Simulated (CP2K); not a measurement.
Band structure of BaHfO3 (Pm-3m, 5 atoms in the cell).

```yaml
crystal:
  lattice:
    - [4.17000, 0.00000, 0.00000]
    - [0.00000, 4.17000, 0.00000]
    - [0.00000, 0.00000, 4.17000]
  atoms:
    - { symbol: Ba, position: [0.00000, 0.00000, 0.00000] }
    - { symbol: Hf, position: [0.50000, 0.50000, 0.50000] }
    - { symbol: O, position: [0.50000, 0.00000, 0.50000] }
    - { symbol: O, position: [0.00000, 0.50000, 0.50000] }
    - { symbol: O, position: [0.50000, 0.50000, 0.00000] }
```

Method of the run: CP2K with PBE, GPW, DZVP-MOLOPT-SR-GTH basis, GTH-PBE potentials (GTH_POTENTIALS).

Settings: CUTOFF = 500 Ry; REL_CUTOFF = 40 Ry; SMEAR/METHOD = FERMI_DIRAC; ELECTRONIC_TEMPERATURE = 116.05 K; KPOINTS/SCHEME = MONKHORST-PACK 8 8 8; GAMMA_CENTERED = T; XC_FUNCTIONAL = PBE; Ba/BASIS_SET = DZVP-MOLOPT-SR-GTH; Ba/POTENTIAL = GTH-PBE-q10; Hf/BASIS_SET = DZVP-MOLOPT-SR-GTH; Hf/POTENTIAL = GTH-PBE-q12; O/BASIS_SET = DZVP-MOLOPT-SR-GTH; O/POTENTIAL = GTH-PBE-q6; METHOD = GPW.

The starting cell has typed, rounded lattice constants, without a prior relaxation at this level. Spin-orbit coupling is off. Values carry the incompleteness of an atom-centred basis.

### Question
Predict the gap along the standard path and the places of the band edges.

### Answer
The gap along the path is 3.56 eV, from R to Γ; the smallest direct gap on it is 3.88 eV.

Levels in eV from the top of the valence band on the SCF mesh, bands 17 to 21:
```tsv
point	17	18	19	20	21
Γ	-0.98	-0.32	-0.32	-0.32	3.56
X	-1.76	-1.72	-0.65	-0.65	4.21
M	-1.17	-0.96	-0.96	-0.10	6.24
R	-2.60	0.00	0.00	0.00	5.97
```

Higher empty bands are left out: an atom-centred basis made for the valence describes them poorly.
